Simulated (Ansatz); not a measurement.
## A computed series for Al2Au: response to strain

The parent structure is Al2Au (space group Fm-3m, No. 225; relaxed with 0.1 eV smearing).

```
Al2Au
1.0
    0.00000     3.00158     3.00158
    3.00158     0.00000     3.00158
    3.00158     3.00158     0.00000
Al Au
2 1
Direct
  0.25000   0.25000   0.25000
  0.75000   0.75000   0.75000
  0.00000   0.00000   0.00000
```

Cartesian axes are those of the cell as printed.

Strains are applied to the cell and any free atomic positions relax; under biaxial strain the out-of-plane vector relaxes too.

Computed with DFT with PBEsol, PAW potentials and a 420 eV plane-wave cutoff in Ansatz (a first-principles code), no SOC.

Notes on the quantities. pressure: mean of the normal stresses, compression positive.

```json
[
 {"change": "base", "pressure": "0.0 GPa", "volume per atom": "18.03 Å³"},
 {"change": "biaxial strain −2.50 %, plane normal [111], relaxed out of plane", "pressure": "3.3 GPa", "volume per atom": "17.54 Å³"},
 {"change": "biaxial strain −2.08 %, plane normal [111], relaxed out of plane", "pressure": "2.8 GPa", "volume per atom": "17.62 Å³"},
 {"change": "biaxial strain −0.83 %, plane normal [111], relaxed out of plane", "pressure": "1.1 GPa", "volume per atom": "17.86 Å³"},
 {"change": "biaxial strain +0.42 %, plane normal [111], relaxed out of plane", "pressure": "-0.6 GPa", "volume per atom": "18.12 Å³"},
 {"change": "biaxial strain +0.83 %, plane normal [111], relaxed out of plane", "pressure": "-1.1 GPa", "volume per atom": "18.20 Å³"},
 {"change": "biaxial strain +1.25 %, plane normal [111], relaxed out of plane", "pressure": "-1.6 GPa", "volume per atom": "18.29 Å³"},
 {"change": "biaxial strain +1.67 %, plane normal [111], relaxed out of plane", "pressure": "-2.2 GPa", "volume per atom": "18.39 Å³"},
 {"change": "biaxial strain +2.08 %, plane normal [111], relaxed out of plane", "pressure": "-2.7 GPa", "volume per atom": "18.48 Å³"},
 {"change": "biaxial strain +2.50 %, plane normal [111], relaxed out of plane", "pressure": "(withheld)", "volume per atom": "(withheld)"}
]
```

Q: Fill in the withheld entries from the trend.

A: 
- biaxial strain +2.50 %, plane normal [111], relaxed out of plane, pressure: -3.2 GPa
- biaxial strain +2.50 %, plane normal [111], relaxed out of plane, volume per atom: 18.57 Å³

Whether these cells are dynamically stable was not tested.
